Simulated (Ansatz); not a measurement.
The starting structures come from a database of crystals and need not be the phases stable at ambient conditions.

Tunnelling through a barrier is set by its complex band structure: the current falls as exp(−2κd) with the smallest κ.

Consider the following.

```yaml
crystal:
  lattice:
    - [5.01366, 0.00000, 0.00000]
    - [0.00000, 8.33782, 0.00000]
    - [0.00000, 0.00000, 10.04337]
  atoms:
    - { symbol: Ba, position: [0.75000, 0.24777, 0.88341] }
    - { symbol: Ba, position: [0.25000, 0.75223, 0.11659] }
    - { symbol: Ba, position: [0.25000, 0.25223, 0.38341] }
    - { symbol: Ba, position: [0.75000, 0.74777, 0.61659] }
    - { symbol: Br, position: [0.75000, 0.02627, 0.16915] }
    - { symbol: Br, position: [0.25000, 0.97373, 0.83085] }
    - { symbol: Br, position: [0.25000, 0.47373, 0.66915] }
    - { symbol: Br, position: [0.75000, 0.52627, 0.33085] }
    - { symbol: Br, position: [0.25000, 0.35665, 0.07131] }
    - { symbol: Br, position: [0.75000, 0.64335, 0.92869] }
    - { symbol: Br, position: [0.75000, 0.14335, 0.57131] }
    - { symbol: Br, position: [0.25000, 0.85665, 0.42869] }
```

The cell is taken as given.

Transport runs along the normal of the first two printed cell vectors.

No gap correction and no spin-orbit coupling; mid-gap is the computed energy nearest the middle.

Question: Give the band gap and the smallest decay constant κ at mid-gap that r2SCAN (Ansatz, an electronic-structure program) yields.

Answer: Gap 4.81 eV on a 6×4×4 mesh; κ = 0.347 1/Å, at the zone centre.
